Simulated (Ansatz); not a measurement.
# A self-consistent single point of LuTlSe₂ (R3m, 4 atoms in the cell) with Ansatz

Level of theory: LDA (PW92), default PAW files made with PBE (plane waves; Ansatz, an electronic-structure program).

Input:

Ansatz 0.2 input:
```yaml
crystal:
  lattice:
    - [2.045664, 1.181065, 7.761538]
    - [-2.045664, 1.181065, 7.761538]
    - [0.000000, -2.362129, 7.761538]
  atoms:
    - { symbol: Lu, position_ang: [0.000000, 0.000000, 0.049992] }
    - { symbol: Tl, position_ang: [0.000000, 0.000001, 11.642307] }
    - { symbol: Se, position_ang: [0.000000, 0.000001, 17.070812] }
    - { symbol: Se, position_ang: [-0.000000, 0.000000, 6.213802] }
basis:
  ecutwfc: 420.0
kpoints:
  mp_grid: { grid: [5, 5, 5] }
hamiltonian:
  xc: lda
  pseudopotentials: { kind: paw }
scf:
  occupations: { method: fixed }
output:
  forces: true
  eigenvalues: true
  stress: true
```

The program printed (abridged):

```
WARN ansatz: RAYON_NUM_THREADS=1 ignored (pool sized by the plan → 1); use --threads N
basis.fft_grid_basis auto: the FFT boxes are laid along the combinations [[1, 0, -1], [0, 1, -1], [0, 0, 1]] of the cell's own vectors, 4.091, 4.091 and 8.113 …
Pseudopotentials: kind: paw
Pseudopotential: Lu, paw, valence charge 25
Pseudopotential: Tl, paw, valence charge 13
Pseudopotential: Se, paw, valence charge 16
Crystal: 4 atoms, lattice volume = 112.514 Å³
Basis set: ecut = 420 eV, 2203 PW (Γ), FFT grids on a1−a3, a2−a3, a3
Bands: 42, of which v1, the nominal top of the filled ones, is band 35 counted from 1 (34 counted from 0)
Symmetry: 6 space group operations
Space group: R3m (ITA 160), of the structure as read, at distance tolerance 4.8e-5 Å
k-points: 19 of 125 (time reversal used)
PAW frozen core: Lu, regenerated for the run's functional, and the local potential with it
PAW frozen core: Tl, regenerated for the run's functional, and the local potential with it
PAW frozen core: Se, regenerated for the run's functional, and the local potential with it
Initial density: superposition of atomic densities (neutral atoms: chi_scale 0, normalization atom), corrected by the library's trained network
Initial wavefunctions: pseudopotential atomic-orbital guess
Eigensolver: davidson
Functional: x = slater, c = lda
SCF iter   1: F=—  HF=-36411.172032 eV  |F-HF|=—  |Δ(HF+E_count)|=         —  Δρ=4.34e-3  dr2=1.72e-2  ethr=1.77e-3  ⟨swp⟩=5.0  Hψ=2893  notcnv=0  defer=70
all-band conjugate gradients solve this SCF's bands
preconditioner: auto → Resta (q_TF=auto, 2.521 Å⁻¹)
SCF iter   2: F=—  HF=-36411.165571 eV  |F-HF|=—  |Δ(HF+E_count)|=   6.46e-3  Δρ=2.42e-3  dr2=4.85e-3  ethr=2.45e-5  ⟨swp⟩=2.9  Hψ=1690  notcnv=0  defer=93
SCF iter   3: F=—  HF=-36411.165180 eV  |F-HF|=—  |Δ(HF+E_count)|=   3.91e-4  Δρ=9.19e-4  dr2=8.67e-4  ethr=6.93e-6  ⟨swp⟩=2.4  Hψ=1487  notcnv=0  defer=92
SCF iter   4: F=—  HF=-36411.164285 eV  |F-HF|=—  |Δ(HF+E_count)|=   8.96e-4  Δρ=4.40e-4  dr2=2.20e-4  ethr=1.24e-6  ⟨swp⟩=3.0  Hψ=1899  notcnv=0  defer=92
SCF iter   5: F=—  HF=-36411.164236 eV  |F-HF|=—  |Δ(HF+E_count)|=   4.89e-5  Δρ=7.90e-5  dr2=1.07e-5  ethr=3.14e-7  ⟨swp⟩=2.0  Hψ=1422  notcnv=0  defer=81
SCF iter   6: F=—  HF=-36411.164229 eV  |F-HF|=—  |Δ(HF+E_count)|=   6.55e-6  Δρ=3.81e-5  dr2=2.32e-6  ethr=1.53e-8  ⟨swp⟩=2.6  Hψ=1500  notcnv=0  defer=33
SCF iter   7: F=—  HF=-36411.164229 eV  |F-HF|=—  |Δ(HF+E_count)|=   4.61e-7  Δρ=1.69e-5  dr2=5.36e-7  ethr=3.31e-9  ⟨swp⟩=2.9  Hψ=1557  notcnv=0  defer=33
SCF iter   8: F=-36411.164229 eV  HF=-36411.164229 eV  |F-HF|=1.94e-9  |Δ(HF+E_count)|=   6.70e-8  Δρ=4.27e-6  dr2=4.01e-8  ethr=1.43e-10  ⟨swp⟩=12.3  Hψ=5775  notcnv=0
SCF 1 converged in 8 iterations: F = -36411.164229 eV  dr2 = 4.01e-8
SCF converged after 8 iterations
Free energy (F): -36411.164229 eV
Harris-Foulkes:  -36411.164229 eV  (|F-HF|=1.94e-9)
Internal energy: -36411.164229 eV  (E = F + TS)
E sigma→0 (E₀):  -36411.164229 eV
Fermi energy:    9.085645 eV
--- Per-component energies (eV) ---
  E_band       = -851.679173
  E_kinetic    = 988.502795
  E_local      = -14583.895325  (includes V_loc(G=0)·N_el)
  E_nonlocal   = -269.708013
  E_hartree    = 6554.911326
  E_xc         = -653.228227
  E_vxc        = -598.698847  (∫ρ·V_xc dr)
  E_paw        = -20655.443249  (= ΣΔE_a)
  E_vpaw       = 502.293341  (= ΣTr[D̂ρ^β])
  E_aug_tail   = -0.001153  (compensation charges beyond the density's cutoff)
  E_ewald      = -7798.914181
  E_core_change = 6.611799  (= ΣΔE_core)
  E_smearing   = -0.000000  (= −TS)
  E_closure    = 0.000000  (closes the sum)
  Σ components = -36411.164229   (vs F -36411.164229, Δ=0.00e0)
--- Forces (eV/Å), atoms counted from 1 ---
  atom   1  Lu     0.00000000    -0.00000001    -0.44365099
  atom   2  Tl     0.00000000     0.00000000     0.12741445
  atom   3  Se     0.00000000     0.00000000     0.10051699
  atom   4  Se     0.00000000     0.00000000     0.21575079
  max |Σ_I F_I| component: 3.12e-5 eV/Å
--- Stress (GPa, compression-positive) ---
       -3.670100       0.000000       0.000000
        0.000000      -3.670100      -0.000000
        0.000000      -0.000000      -4.143984
  P = ⅓ Tr σ = -3.8281 GPa (-38.281 kbar)
  The stress holds the Pulay correction. Without it, at fixed plane waves, as pw.x and ABINIT print it: P = -3.8593 GPa
--- Band table (eV; the first three rows and the last of 19) ---
  k-point 0: bands = ["-47.1663", "-38.1035", "-38.1035", "-38.1032", "-38.0908", "-38.0908", "-37.9456", "-37.9440", "-37.9440", "-37.9275", "-37.9275", "-17.8819", "-17.8117", "-17.8117", "-4.0232", "-3.1619", "-1.9989", "-1.9989", "-1.9451", [...]
  k-point 1: bands = ["-47.1657", "-38.1035", "-38.1035", "-38.1032", "-38.0908", "-38.0907", "-37.9456", "-37.9440", "-37.9440", "-37.9275", "-37.9274", "-17.8750", "-17.8430", "-17.8185", "-3.7765", "-3.1810", "-2.0021", "-1.9571", "-1.9142", [...]
  k-point 2: bands = ["-47.1647", "-38.1035", "-38.1035", "-38.1031", "-38.0907", "-38.0906", "-37.9455", "-37.9440", "-37.9439", "-37.9274", "-37.9273", "-17.8940", "-17.8630", "-17.8294", "-3.3874", "-3.1440", "-2.0212", "-1.9077", "-1.8867", [...]
  k-point 18: bands = ["-47.1657", "-38.1035", "-38.1035", "-38.1032", "-38.0908", "-38.0907", "-37.9456", "-37.9440", "-37.9440", "-37.9275", "-37.9274", "-17.8750", "-17.8430", "-17.8185", "-3.7250", "-3.2395", "-2.0063", "-1.9571", "-1.9134", [...]
```

The run converged in 8 iterations.

The starting cell comes from a database of computed structures (which also holds hypothetical and non-ambient phases and stackings), without a prior relaxation at this level. Its lattice was rescaled by up to half a per cent. One atom was moved a little off its site on purpose. Spin-orbit coupling is off. With a pressure of about -4 GPa the cell is away from its equilibrium volume at this level. Ansatz's pressure includes its estimate of the finite-basis (Pulay) stress.
